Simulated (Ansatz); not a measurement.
Element substitutions in Cs2TlAsI6

Start from Cs₂TlAsI₆ (space group Fm-3m, No. 225; a = 12.047 Å; a cell from a computed database, its experimental status unchecked).

Each row replaces one element on all its sites; cell and atoms are relaxed.

All numbers come from Ansatz (a quantum-chemistry and plane-wave program), PBEsol, PAW, cutoff 420 eV, no spin-orbit coupling.

Q: Only one of these has no band gap. Which?
A. As → Sb
B. As → Bi
C. As → Br

A: C, As → Br. Computed: As → Sb: 0.54 eV; As → Br: zero; As → Bi: 0.98 eV

Spin-orbit coupling, missing from the scalar runs, can matter with Bi, I, Sb and Tl. Stability against distortions was not tested. As relaxed here, Cs2TlI6Br is a hypothetical phase, not in the database extracts checked. For Cs2TlSbI6 and Cs2TlBiI6 in this form, whether it has been made was not checked. The final runs are not spin-polarised.
